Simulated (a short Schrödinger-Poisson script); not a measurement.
**MOS inversion layer, SiO2 on p-type GaN**

Structure: MOS inversion layer, SiO2 on p-type GaN, at 400 K.

```
layer  material  thickness (nm)  Na (cm⁻³)
-----  --------  --------------  ---------
1          SiO2             3.4          -
2           GaN             700     7.9e17
```

The device is made up for the run: typed textbook-type constants, with dimensions and the other settings drawn at random. SiO2: permittivity 3.9, conduction-band edge (eV) 3.2, gap (eV) 9, electron mass (mₑ) 0.5. GaN: permittivity 9.5, conduction-band edge (eV) 0, gap (eV) 3.43, Nv at 300 K (cm⁻³) 4.6e19.

Channel valleys (confinement mass, in-plane density-of-states mass, number): Γ 0.2, 0.2, 1. At the gate the conduction-band edge of layer 1 lies 3.6 eV − eVg above the Fermi level of the channel; the field vanishes at the back. Gaps are held at their typed values at every temperature. Mesh 0.03 nm at interfaces.

Solved with a short Schrödinger-Poisson script written for these runs: 1D Poisson equation in equilibrium, electrons quantum, Hartree (BenDaniel-Duke, 12 states a valley, the channel's in-plane mass for all, wave functions free to enter the dielectric), parabolic valleys, classical holes, full ionisation, no traps, pinning or gate leakage.

| Vg (V) | electrons (cm⁻²) | C (μF/cm²) | Γ E0 (meV) | Γ E1 (meV) |
|---|---|---|---|---|
| 1.05 | 3.22e7 | 0.116 | 393.1 | 599.0 |
| 1.35 | 4.83e10 | 0.252 | 140.7 | 352.8 |
| 1.65 | 1.02e12 | 0.740 | 29.5 | 248.5 |
| 1.95 | 2.47e12 | 0.815 | -10.5 | 215.6 |
| 2.25 | 4.01e12 | 0.840 | -38.0 | 195.0 |
| 2.55 | 5.59e12 | 0.853 | -61.3 | 178.3 |
| 2.85 | 7.18e12 | 0.861 | -82.7 | 163.4 |
| 3.15 | 8.79e12 | 0.866 | -103.1 | 149.2 |
| 3.45 | 1.04e13 | 0.871 | -123.0 | 135.5 |

Gate voltages with under 1e6 electrons/cm² are left out.

Subbands count from the Fermi level.

In real p-type GaN the Mg acceptor is only partly ionised, and so wide a gap doesn't supply an inversion layer without source and drain.
